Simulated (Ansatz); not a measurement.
Start from MgS in the rock salt structure (space group Fm-3m, No. 225; a = 5.182 Å).

Levels (all Ansatz, a program for electronic structure, PAW): PBEsol (420 eV, no spin-orbit coupling); r2SCAN (500 eV, no spin-orbit coupling).

The geometry is relaxed with PBEsol.

| Item | Value |
|---|---|
| PBEsol smallest direct gap | 3.69 eV |
| PBEsol gap character | indirect, Γ → X |
| PBEsol lowest conduction level above the VBM at special points | X 2.73 eV; Γ 3.69 eV; K 3.83 eV; U 3.83 eV |
| PBEsol hole mass | 0.25, 0.92, 0.92 mₑ (at Γ) |

Question: Predict the smallest direct gap, gap character, lowest conduction level above the VBM at special points and hole mass from r2SCAN.

Answer: The smallest direct gap increases by 1.05 eV to 4.74 eV; the gap character remains indirect, Γ → X; the lowest conduction level above the VBM at special points changes from X 2.73 eV; Γ 3.69 eV; K 3.83 eV; U 3.83 eV to X 3.49 eV; Γ 4.74 eV; K 4.57 eV; U 4.57 eV; the hole mass (degenerate bands, along [100]) changes from 0.25, 0.92, 0.92 mₑ (at Γ) to 0.28, 0.92, 0.92 mₑ (at Γ).

Single points use the geometry relaxed with PBEsol. Masses are band curvatures over ±0.01 Å⁻¹ around the edge. Whether these cells are dynamically stable was not tested.
